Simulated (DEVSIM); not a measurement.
Device: Ge p-i-n diode, at 300 K.

| layer (left to right) | material | thickness (μm) | Nd (cm⁻³) | Na (cm⁻³) | τn (s) | τp (s) |
|---|---|---|---|---|---|---|
| 1 | Ge | 1.20 | - | 8.3e17 | 0.0001 | 0.0001 |
| 2 | Ge | 36.0 | 7.7e11 | - | 0.0001 | 0.0001 |
| 3 | Ge | 4.10 | 1.8e17 | - | 0.0001 | 0.0001 |

Left contact: ohmic. Right contact: ohmic. Voltage is applied to the left contact. Recombination: SRH at mid-gap, Auger. Mobility is constant in doping.

Constants are typed, rounded textbook-type inputs, not results; the design itself was drawn at random and stands for no fabricated device. Values at 300 K.

```csv
parameter,Ge
gap (eV),0.664
affinity (eV),4
permittivity,16
Nc (cm⁻³),1.04e19
Nv (cm⁻³),6e18
μn (cm²/Vs),3900
μp (cm²/Vs),1900
Cn (cm⁶/s),1e-31
Cp (cm⁶/s),1e-31
```

Simulated with DEVSIM: 1D drift-diffusion, Boltzmann statistics, complete ionisation; no tunnelling, impact ionisation, image-force lowering or self-heating.

### Question
Tabulate band edges, carrier densities and field at zero bias.

### Answer
Energies count from the Fermi level of the right contact; mesh points crowd at the junctions.

| x (μm) | Ec (eV) | Ev (eV) | n (cm⁻³) | p (cm⁻³) | field (V/cm) |
|---|---|---|---|---|---|
| 0.000 | 0.613 | -0.051 | 5.3e8 | 8.3e17 | ≈ 0 |
| 0.05926 | 0.613 | -0.051 | 5.3e8 | 8.3e17 | ≈ 0 |
| 0.2587 | 0.613 | -0.051 | 5.3e8 | 8.3e17 | ≈ 0 |
| 0.8025 | 0.613 | -0.051 | 5.3e8 | 8.3e17 | ≈ 0 |
| 1.143 | 0.613 | -0.051 | 5.3e8 | 8.3e17 | ≈ 0 |
| 1.200 | 0.587 | -0.077 | 1.4e9 | 3.0e17 | -42000 |
| 1.261 | 0.494 | -0.170 | 5.1e10 | 8.5e15 | -7000 |
| 1.628 | 0.403 | -0.261 | 1.8e12 | 2.5e14 | -1100 |
| 2.777 | 0.351 | -0.313 | 1.3e13 | 3.3e13 | -170 |
| 6.841 | 0.339 | -0.325 | 2.1e13 | 2.1e13 | ≈ 0 |
| 20.61 | 0.339 | -0.325 | 2.1e13 | 2.1e13 | ≈ 0 |
| 34.23 | 0.337 | -0.327 | 2.3e13 | 1.9e13 | -24 |
| 36.38 | 0.305 | -0.359 | 7.8e13 | 5.6e12 | -490 |
| 36.98 | 0.245 | -0.419 | 8.0e14 | 5.5e11 | -2100 |
| 37.18 | 0.161 | -0.503 | 2.1e16 | 2.1e10 | -11000 |
| 37.22 | 0.110 | -0.554 | 1.5e17 | 2.9e9 | -4200 |
| 37.33 | 0.105 | -0.559 | 1.8e17 | 2.4e9 | ≈ 0 |
| 37.72 | 0.105 | -0.559 | 1.8e17 | 2.4e9 | ≈ 0 |
| 39.82 | 0.105 | -0.559 | 1.8e17 | 2.4e9 | ≈ 0 |
| 40.89 | 0.105 | -0.559 | 1.8e17 | 2.4e9 | ≈ 0 |
| 41.20 | 0.105 | -0.559 | 1.8e17 | 2.4e9 | ≈ 0 |
| 41.30 | 0.105 | -0.559 | 1.8e17 | 2.4e9 | ≈ 0 |
